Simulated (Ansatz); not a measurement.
This Ansatz (a first-principles code) input is the reference run, SiO2 (space group P3_121, No. 152), computed with r2SCAN/PAW in Ansatz, spin-orbit coupling left out:

Ansatz 0.2 input:
```yaml
crystal:
  lattice:
    - [4.9213442216, 0, 0]
    - [-2.4606721108, 4.2620091167, 0]
    - [0, 0, 5.4170824028]
  atoms:
    - { symbol: Si, position: [0.4690741214, 0, 0.8333333333] }
    - { symbol: Si, position: [0, 0.4690741214, 0.1666666667] }
    - { symbol: Si, position: [0.5309258786, 0.5309258786, 0.5] }
    - { symbol: O, position: [0.4131690902, 0.2688344642, 0.7152698078] }
    - { symbol: O, position: [0.7311655358, 0.144334626, 0.0486031411] }
    - { symbol: O, position: [0.855665374, 0.5868309098, 0.3819364744] }
    - { symbol: O, position: [0.144334626, 0.7311655358, 0.9513968589] }
    - { symbol: O, position: [0.2688344642, 0.4131690902, 0.2847301922] }
    - { symbol: O, position: [0.5868309098, 0.855665374, 0.6180635256] }
basis: { ecutwfc: 500, ecutrho_ratio: 4, xc_grid: 4, fft_grid_basis: typed }
kpoints: { mp_grid: { grid: [8, 8, 6] } }
hamiltonian:
  xc: r2scan
  dispersion: none
  pseudopotentials: { kind: paw }
scf: { occupations: { method: fermi_dirac, width: 0.05 }, convergence: { dr2_threshold: 0.0000000009 } }
output: { forces: true, stress: true }
```

Q: Write the input for this change: compressive biaxial strain of 1.17 % in the plane normal to [001], as in epitaxy on a mismatched substrate; the out-of-plane cell vector and the atoms relax.

A: 
Ansatz 0.2 input:
```yaml
crystal:
  lattice:
    - [4.8637644942, 0, 0]
    - [2.4318822471, 4.21214361, 0]
    - [0, 0, 5.4487723349]
  atoms:
    - { symbol: Si, position: [0.4690741214, 0.5309258786, 0.8333333333] }
    - { symbol: Si, position: [0, 0.4690741214, 0.1666666667] }
    - { symbol: Si, position: [0.5309258786, 0, 0.5] }
    - { symbol: O, position: [0.4131690902, 0.855665374, 0.7152698078] }
    - { symbol: O, position: [0.7311655358, 0.4131690902, 0.0486031411] }
    - { symbol: O, position: [0.855665374, 0.7311655358, 0.3819364744] }
    - { symbol: O, position: [0.144334626, 0.5868309098, 0.9513968589] }
    - { symbol: O, position: [0.2688344642, 0.144334626, 0.2847301922] }
    - { symbol: O, position: [0.5868309098, 0.2688344642, 0.6180635256] }
basis: { ecutwfc: 500, ecutrho_ratio: 4, xc_grid: 4, fft_grid_basis: typed }
kpoints: { mp_grid: { grid: [8, 8, 6] } }
hamiltonian:
  xc: r2scan
  dispersion: none
  pseudopotentials: { kind: paw }
scf: { occupations: { method: fermi_dirac, width: 0.05 } }
relax: { f_tol: 0.005, max_steps: 50, cell: { stress_tol: 0.01, fix: [a, b, gamma] } }
output: { forces: true, stress: true }
checkpoint: { write: state.ck, write_every: 1000 }
```
This is the input that was run; other choices of cell and start would serve too.

Stability against distortions was not tested.
